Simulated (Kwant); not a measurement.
Model system: wire with a side stub in a Si two-dimensional gas. Effective mass 0.19 mₑ, grid spacing 12 nm, hard walls, nominal width 300 nm (25 grid rows, so walls 312 nm apart), one parabolic valley, scattering region 900 nm long along x; energies count from the band bottom; Fermi energy swept from 1.7592e-05 to 0.00020891 eV. Closed stub on one side, 220 nm wide and 490 nm deep.

Constants are typed, rounded textbook-type inputs, not results; the design itself was drawn at random and stands for no fabricated device.

Kwant, effective-mass tight-binding model on a square grid, one spin, coherent transport at 0 K. Conductance is in e²/h.

Problem. How many channels do the leads carry at E = 0.122, 0.137 meV?

Solution. The hard-wall thresholds are n² ħ²π²/(2mW²) = n² × 0.0203 meV with W = 312 nm. √(0.122/0.0203) = 2.45, so 2. √(0.137/0.0203) = 2.59, so 2.
